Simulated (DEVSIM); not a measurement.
System: Schottky contact on n-type β-Ga2O3, at 400 K.

Layer 1 from the left is β-Ga2O3, thickness (μm) 7.50, Nd (cm⁻³) 1.3e15, τn (s) 1e-8, τp (s) 1e-8.

Left contact: Schottky, work function 4.88 eV, emission velocity 8.2e6 cm/s. Right contact: ohmic. Voltage is applied to the left contact. Recombination: SRH at mid-gap, radiative, Auger. Mobility is constant in doping.

This is a model device: material constants are rounded textbook-type values typed into the input, and sizes, dopings and lifetimes were drawn at random. Values at 300 K; Nc and Nv go as T^1.5, mobilities as T to minus their exponent, the gap by Varshni's rule with the affinity fixed.

β-Ga2O3: gap (eV) 4.8, affinity (eV) 4, permittivity 10, Nc (cm⁻³) 3.7e18, Nv (cm⁻³) 5e20, μn (cm²/Vs) 160, μp (cm²/Vs) 1, T exponent of μn 1.8, T exponent of μp 1.5, B (cm³/s) 1e-12, Cn (cm⁶/s) 1e-31, Cp (cm⁶/s) 1e-31, Varshni α (eV/K) 0.0004, Varshni β (K) 600.

Q: Estimate by hand the built-in potential, the peak field at zero bias, the capacitance at -1.5 V, and compare with a numerical solution.

A: 
- Built-in potential: barrier φB = 0.880 eV; Vbi = φB − kT/q ln(N_band/N) = 0.591 V; numerical 0.591 V.
- Peak field at zero bias: depletion approximation: W = √(2εVbi/(qN)) = 0.709 μm with N = 1.30e15 cm⁻³; field = 2Vbi/W = 16700 V/cm; numerical 16200 V/cm (estimate above by 3.1 %).
- Capacitance at -1.5 V: C = √(qεN / 2(Vbi + |V|)) = 6.64 nF/cm²; numerical 6.70 nF/cm² (estimate below by 0.82 %).

Simulated with DEVSIM: 1D drift-diffusion, Boltzmann statistics, complete ionisation; no tunnelling, impact ionisation, image-force lowering or self-heating. Metal contacts follow the ideal Schottky-Mott rule: no Fermi-level pinning, no interface dipoles.
